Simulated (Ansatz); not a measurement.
```yaml
crystal:
  lattice:
    - [3.11814, 0.00000, 0.00000]
    - [-1.55907, 2.70039, 0.00000]
    - [0.00000, 0.00000, 4.95081]
  atoms:
    - { symbol: Al, position: [0.66667, 0.33333, 0.49821] }
    - { symbol: Al, position: [0.33333, 0.66667, 0.99821] }
    - { symbol: N, position: [0.66667, 0.33333, 0.88179] }
    - { symbol: N, position: [0.33333, 0.66667, 0.38179] }
```

The numbers are results of PBEsol with spin-orbit coupling, rigid bands (plane waves, PAW; Ansatz, an electronic-structure program), not measurements. Condition of this run: uniaxial stress zz = 2 GPa (compression positive) (the target of the relaxation). How the cell was made: cell and atoms relaxed with PBEsol, then loaded as said.

**Question.** What conductivity effective mass do dilute holes have at 300 K?

**Answer.** 3.5 (x), 3.5 (y), 0.38 (z) mₑ.

**Question.** What conductivity effective mass do dilute electrons have at 300 K?

**Answer.** 0.31 (x), 0.31 (y), 0.30 (z) mₑ.

**Question.** And the band gap?

**Answer.** 4.08 eV at this level; semilocal functionals usually fall short of the measured gap.

Rigid bands, one relaxation time for all states, no polarons.
